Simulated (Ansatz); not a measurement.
Base system: TaC in the rock salt structure (space group Fm-3m, No. 225; a = 4.476 Å).

Structures relaxed with PBE/PAW in Ansatz (a quantum-chemistry and plane-wave program), without spin-orbit coupling.

Base:

Simulated powder pattern, Cu Kα1, λ = 1.54056 Å (kinematic, ideal powder, no thermal factors, no anomalous dispersion; the 10 strongest lines at most, above 2 %, up to 2θ = 90°):

| 2θ (°) | I/Imax (%) | hkl |
|---|---|---|
| 34.68 | 100 | (111) |
| 40.27 | 63 | (200) |
| 58.26 | 43 | (220) |
| 69.61 | 43 | (311) |
| 73.19 | 15 | (222) |
| 87.01 | 7.3 | (400) |

After one change:

Simulated powder pattern, Cu Kα1, λ = 1.54056 Å (kinematic, ideal powder, no thermal factors, no anomalous dispersion; the 10 strongest lines at most, above 2 %, up to 2θ = 90°):

```json
[
 {"2θ (°)": "18.26", "I/Imax (%)": "8.7"},
 {"2θ (°)": "25.93", "I/Imax (%)": "7.6"},
 {"2θ (°)": "31.90", "I/Imax (%)": "84"},
 {"2θ (°)": "37.00", "I/Imax (%)": "100"},
 {"2θ (°)": "41.55", "I/Imax (%)": "4.4"},
 {"2θ (°)": "53.32", "I/Imax (%)": "71"},
 {"2θ (°)": "63.49", "I/Imax (%)": "39"},
 {"2θ (°)": "66.67", "I/Imax (%)": "24"},
 {"2θ (°)": "78.77", "I/Imax (%)": "11"},
 {"2θ (°)": "87.49", "I/Imax (%)": "17"}
]
```

Which change produced these results?
A) x(Sn) = 0.25, 8 atoms, Pm-3m
B) x(Sn) = 0.333, 6 atoms, Immm
C) x(Sn) = 0.75, 8 atoms, Pmmm
D) x(Sn) = 0.667, 6 atoms, I4/mmm

A, x(Sn) = 0.25, 8 atoms, Pm-3m. Its volume per atom is 14.31 Å³ against 11.21 Å³, and its space group is Pm-3m (No. 221).

Each cell is one ordered arrangement of few atoms, which overstates ordering effects compared with a random alloy. Stability against distortions was not tested. All final runs are without spin polarisation. An odd electron count without spin: TaC, Ta3SnC2 and Ta3Sn2C. Under x(Sn) = 0.333, 6 atoms, Immm, x(Sn) = 0.75, 8 atoms, Pmmm and x(Sn) = 0.667, 6 atoms, I4/mmm the cell changed shape so far that it is another structure.
